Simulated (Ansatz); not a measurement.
We consider Bi2SiO5 (Cmc2₁, No. 36, 16 atoms in the cell; start mp-28144), described by r²SCAN+SOC (Ansatz, a program for electronic structure, plane waves, PAW).

Numerical settings: plane-wave cutoff 560 eV, 8×8×6 k mesh (along the axes of the cell as run), Fermi–Dirac smearing 0.01 eV, PAW data made under PBE.

Cell (relaxed with PBEsol):

```yaml
crystal:
  lattice:
    - [7.58546, -2.74040, 0.00000]
    - [7.58546, 2.74040, 0.00000]
    - [0.00000, 0.00000, 5.32693]
  atoms:
    - { symbol: Si, position: [0.67890, 0.32110, 0.80037] }
    - { symbol: Si, position: [0.32110, 0.67890, 0.30037] }
    - { symbol: Bi, position: [0.61366, 0.05554, 0.24487] }
    - { symbol: Bi, position: [0.38634, 0.94446, 0.74487] }
    - { symbol: Bi, position: [0.94446, 0.38634, 0.24487] }
    - { symbol: Bi, position: [0.05554, 0.61366, 0.74487] }
    - { symbol: O, position: [0.25964, 0.24135, 0.01520] }
    - { symbol: O, position: [0.74036, 0.75865, 0.51520] }
    - { symbol: O, position: [0.75865, 0.74036, 0.01520] }
    - { symbol: O, position: [0.24135, 0.25964, 0.51520] }
    - { symbol: O, position: [0.73422, 0.08195, 0.82461] }
    - { symbol: O, position: [0.26578, 0.91805, 0.32461] }
    - { symbol: O, position: [0.91805, 0.26578, 0.82461] }
    - { symbol: O, position: [0.08195, 0.73422, 0.32461] }
    - { symbol: O, position: [0.46926, 0.53074, 0.02827] }
    - { symbol: O, position: [0.53074, 0.46926, 0.52827] }
```

**Question.** Give the computed band gap and smallest direct gap on the k points sampled.

**Answer.** 
band gap: 2.88 eV (indirect)
smallest direct gap on the k points sampled: 3.01 eV

Note: cell and atoms aren't relaxed at this level (largest force component 0.30 eV/Å).

Static lattice: no zero-point or thermal effects.

A start named mp-… is a Materials Project structure, which need not be a measured phase.
